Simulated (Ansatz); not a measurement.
Results of r²SCAN+SOC in Ansatz (PAW) for cubic perovskite CsHgBr3 (idealised or unconfirmed structure).

The input as run:

Ansatz 0.2 input:
```yaml
crystal:
  lattice:
    - [5.5931727755, 0.0, 0.0]
    - [0.0, 5.5931727755, 0.0]
    - [0.0, 0.0, 5.5931727755]
  atoms:
    - { symbol: Cs, position: [0.0, 0.0, 0.0] }
    - { symbol: Hg, position: [0.5, 0.5, 0.5] }
    - { symbol: Br, position: [0.5, 0.0, 0.5] }
    - { symbol: Br, position: [0.0, 0.5, 0.5] }
    - { symbol: Br, position: [0.5, 0.5, 0.0] }
basis:
  ecutwfc: 560
  ecutrho_ratio: 4
  xc_grid: 3
kpoints:
  mp_grid: { grid: [10, 10, 10] }
hamiltonian:
  xc: r2scan
  dispersion: none
  pseudopotentials: { kind: paw }
scf:
  occupations: { method: fermi_dirac, width: 0.05 }
  convergence: { dr2_threshold: 0.0000000005 }
output:
  forces: true
  stress: true
  eigenvalues: true
magnetization:
  noncollinear: true
  spin_orbit: true
```

From the output:

```
Crystal: 5 atoms, lattice volume = 174.974 Å³
Basis set: ecut = 560 eV, 5257 PW (Γ), exchange–correlation on 135×135×135 points (27 copies of the dense FFT grid, shifted against one another)
Bands: 60, of which v1, the nominal top of the filled ones, is band 50 counted from 1 (49 counted from 0)
Symmetry: 48 space group operations + 48 with time reversal
k-points: 56 of 1000
Initial density: superposition of atomic densities (chi_scale 0.1, normalization cell, long waves kept (reshape's long-wave potential 0.00 eV rms))
Functional: x = r2scan, c = r2scan; τ floored in thin density (d = 2e-4 eV/Å³)
spin=Noncollinear: Kerker preconditioning applied to the charge; magnetization (m_x, m_y, m_z) channels mix plain (no charge-response kernel on spin).
SCF 1 converged in 11 iterations: F = -27850.130584 eV  dr2 = 1.66e-10
SCF converged after 11 iterations
Free energy (F): -27850.130584 eV
Internal energy: -27850.125191 eV  (E = F + TS)
E sigma→0 (E₀):  -27850.127887 eV
Fermi energy:    3.785014 eV
--- Forces (eV/Å), atoms counted from 1 ---
  atom   1  Cs     0.00000000    -0.00000000    -0.00000000
  atom   2  Hg     0.00000000    -0.00000000     0.00000000
  atom   3  Br     0.00000000    -0.00000000    -0.00000000
  atom   4  Br     0.00000000    -0.00000000     0.00000000
  atom   5  Br     0.00000000     0.00000000    -0.00000000
--- Stress (GPa, compression-positive) ---
       -0.000020       0.000000      -0.000000
        0.000000      -0.000020       0.000000
        0.000000       0.000000      -0.000020
  P = ⅓ Tr σ = -0.0000 GPa (-0.000 kbar)
```

The PAW data were made under PBE.

Cost on a shared machine: roughly 9 core-minutes.

Ansatz is a program for electronic structure.
